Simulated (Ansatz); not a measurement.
Structure of amorphous silicon oxynitride (Si₂₄O₃₆N₈) (periodic cell):

```yaml
crystal:
  lattice:
    - [9.51408, 0.00000, 0.00000]
    - [0.00000, 9.51408, 0.00000]
    - [0.00000, 0.00000, 9.51408]
  atoms:
    - { symbol: Si, position: [0.87437, 0.19637, 0.07085] }
    - { symbol: Si, position: [0.16326, 0.27855, 0.33553] }
    - { symbol: Si, position: [0.59701, 0.27872, 0.51287] }
    - { symbol: Si, position: [0.32919, 0.46272, 0.55533] }
    - { symbol: Si, position: [0.16315, 0.55004, 0.85916] }
    - { symbol: Si, position: [0.11441, 0.22228, 0.88763] }
    - { symbol: Si, position: [0.99578, 0.67421, 0.43014] }
    - { symbol: Si, position: [0.42263, 0.34533, 0.13806] }
    - { symbol: Si, position: [0.41328, 0.86465, 0.87105] }
    - { symbol: Si, position: [0.18468, 0.72011, 0.67042] }
    - { symbol: Si, position: [0.50235, 0.60221, 0.01898] }
    - { symbol: Si, position: [0.04436, 0.04180, 0.18276] }
    - { symbol: Si, position: [0.89252, 0.59599, 0.69936] }
    - { symbol: Si, position: [0.05611, 0.70329, 0.11614] }
    - { symbol: Si, position: [0.82145, 0.51063, 0.98963] }
    - { symbol: Si, position: [0.48953, 0.58995, 0.32450] }
    - { symbol: Si, position: [0.70915, 0.76705, 0.51123] }
    - { symbol: Si, position: [0.47771, 0.00948, 0.45295] }
    - { symbol: Si, position: [0.24143, 0.02430, 0.68314] }
    - { symbol: Si, position: [0.89797, 0.36580, 0.45780] }
    - { symbol: Si, position: [0.58983, 0.07707, 0.00353] }
    - { symbol: Si, position: [0.45691, 0.86907, 0.16660] }
    - { symbol: Si, position: [0.94344, 0.10990, 0.66150] }
    - { symbol: Si, position: [0.65106, 0.02074, 0.69492] }
    - { symbol: O, position: [0.87810, 0.09386, 0.21319] }
    - { symbol: O, position: [0.48245, 0.38890, 0.57663] }
    - { symbol: O, position: [0.83812, 0.48525, 0.81945] }
    - { symbol: O, position: [0.75907, 0.70255, 0.66465] }
    - { symbol: O, position: [0.06297, 0.87467, 0.14507] }
    - { symbol: O, position: [0.47812, 0.70627, 0.88583] }
    - { symbol: O, position: [0.74383, 0.14342, 0.97287] }
    - { symbol: O, position: [0.63860, 0.18762, 0.65297] }
    - { symbol: O, position: [0.51616, 0.42943, 0.25912] }
    - { symbol: O, position: [0.26775, 0.32234, 0.20647] }
    - { symbol: O, position: [0.48837, 0.20129, 0.07154] }
    - { symbol: O, position: [0.12669, 0.75329, 0.51303] }
    - { symbol: O, position: [0.72636, 0.36578, 0.44046] }
    - { symbol: O, position: [0.18177, 0.64153, 0.01128] }
    - { symbol: O, position: [0.53901, 0.16198, 0.39832] }
    - { symbol: O, position: [0.66209, 0.55062, 0.02021] }
    - { symbol: O, position: [0.05847, 0.63710, 0.27547] }
    - { symbol: O, position: [0.14345, 0.10549, 0.31102] }
    - { symbol: O, position: [0.40909, 0.45778, 0.00699] }
    - { symbol: O, position: [0.35382, 0.90839, 0.03092] }
    - { symbol: O, position: [0.61676, 0.65658, 0.41778] }
    - { symbol: O, position: [0.08150, 0.01580, 0.62547] }
    - { symbol: O, position: [0.91685, 0.21095, 0.52922] }
    - { symbol: O, position: [0.00648, 0.35150, 0.32287] }
    - { symbol: O, position: [0.35236, 0.57994, 0.42860] }
    - { symbol: O, position: [0.35322, 0.05950, 0.56025] }
    - { symbol: O, position: [0.40990, 0.92259, 0.32231] }
    - { symbol: O, position: [0.86016, 0.78439, 0.42342] }
    - { symbol: O, position: [0.24713, 0.14320, 0.80978] }
    - { symbol: O, position: [0.22648, 0.33594, 0.48781] }
    - { symbol: O, position: [0.91011, 0.64614, 0.04656] }
    - { symbol: O, position: [0.82188, 0.99925, 0.71031] }
    - { symbol: O, position: [0.97783, 0.22087, 0.78513] }
    - { symbol: O, position: [0.60222, 0.95229, 0.12342] }
    - { symbol: O, position: [0.14303, 0.38953, 0.90849] }
    - { symbol: O, position: [0.85915, 0.36706, 0.07486] }
    - { symbol: N, position: [0.94145, 0.52758, 0.53236] }
    - { symbol: N, position: [0.46841, 0.69033, 0.17502] }
    - { symbol: N, position: [0.04248, 0.66498, 0.77393] }
    - { symbol: N, position: [0.60580, 0.91639, 0.54767] }
    - { symbol: N, position: [0.04837, 0.14698, 0.03409] }
    - { symbol: N, position: [0.54455, 0.99283, 0.84309] }
    - { symbol: N, position: [0.28307, 0.85847, 0.74407] }
    - { symbol: N, position: [0.27045, 0.55753, 0.70152] }
```

Methods: PBE, scalar-relativistic without spin-orbit coupling (Ansatz, an electronic-structure program); r2SCAN, scalar-relativistic without spin-orbit coupling (Ansatz); PBE0, scalar-relativistic without spin-orbit coupling (Ansatz). Neutral PBE cell, which sets geometry, pressure and energy: sampling: a 2×2×2 Γ-centred mesh; Fermi-Dirac width 0.02 eV; no spin polarisation. Exact exchange is cut at the faces of this 10 Å cell, which leaves hybrid gaps a finite-size error.

The cell was made by melting and quenching with the CHGNet potential and then relaxed with DFT. O and N atoms were pushed apart under 1.9 Å during the dynamics, to hinder bonds among them. The hot cell started wider than the set density and was brought back towards it in steps. It is the lowest in DFT energy of 2 quenches. It is a model cell: composition and starting density were chosen by hand, and all elements were melted together. No dispersion term was used. Its density started from a set value of 2.77 and ended at 2.63 g/cm³. The quench (nominally 150 K/ps over its main leg) was far faster than any real one, so the model tends to hold more defects than a real film. Values belong to this one cell and scatter from quench to quench. The volume was free in the relaxation, at fixed shape.

Give the pressure and the spacing of the highest filled and lowest empty levels.


The pressure on a 2×2×2 Γ-centred mesh is 0.5 kbar and the largest force and stress component on that mesh (the relaxation ran on the zone centre alone) is 0.03 eV/Å and 3.1 GPa. The level gap on a 2×2×2 Γ-centred mesh (PBE) is 4.01 eV and the level gap at the zone centre (PBE) is 4.02 eV. The level gap at the zone centre (r2SCAN) is 4.59 eV and the level gap at the zone centre (PBE0) is 6.38 eV. The distance between the nearest levels spread over more than a fifth of the atoms or a third of the atoms of their main element (six at least) (PBE, zone centre) comes out as 5.18 eV.

At PBE and the zone centre, how localised are the states just below and above the Fermi level (participation number: the atoms over which a state spreads)?

The highest filled state is spread over 3.4 atoms' worth, largest on N63, with weights by element (charge in smoothed Voronoi cells) N 0.80, O 0.11, Si 0.09. The lowest empty state is spread over 60.0 atoms' worth, largest on Si5, with weights by element (charge in smoothed Voronoi cells) O 0.52, Si 0.35, N 0.13.

At PBE the levels at the filled edge of the gap are localised (band-tail or defect states), and the nearest spread-out levels lie 5.2 eV apart at the zone centre.

Neighbours within Si-Si 2.60 Å, Si-O 1.90 Å, Si-N 2.02 Å, O-O 1.58 Å, O-N 1.64 Å, N-N 1.70 Å count as bonded. Two cations that share two anions don't count as bonded, nor two that share one unless they lie closer than Si-Si 2.38 Å.

Added carriers, by PBE, scalar-relativistic without spin-orbit coupling in Ansatz on the zone centre alone. Charged cells keep the cell fixed and stand in a uniform background, with no image correction, at a width of 0.01 eV; where the count is odd the moment is locked at 1 μB, unless the neutral cell bore moments. Each starts from the undistorted neutral geometry alone. PBE's self-interaction favours spread-out carriers, so it can miss traps that a hybrid finds.

What happens at PBE when the cell takes an extra electron and the atoms relax?

Relaxation lowers the charged cell by 0.01 eV. The largest moves are O25 0.02 Å, Si12 0.02 Å, Si1 0.02 Å, Si5 0.02 Å. The level that holds the added charge spreads over 59.7 atoms' worth, most on Si5 (weight 0.04): a carrier spread over the cell. No bond crosses its cut-off with a change of over 0.15 Å. Made neutral again at that geometry, the cell lies +0.02 eV from the neutral start.

What happens at PBE when the cell takes a hole and the atoms relax?

Relaxation lowers the charged cell by 0.46 eV. The largest moves are N63 0.18 Å, Si5 0.13 Å, Si13 0.10 Å, O55 0.10 Å. The level that was emptied spreads over 3.3 atoms' worth, most on N63 (weight 0.45): a localised (trapped) carrier, which neighbours of that atom can share. No bond crosses its cut-off with a change of over 0.15 Å. Made neutral again at that geometry, the cell lies +0.73 eV from the neutral start.
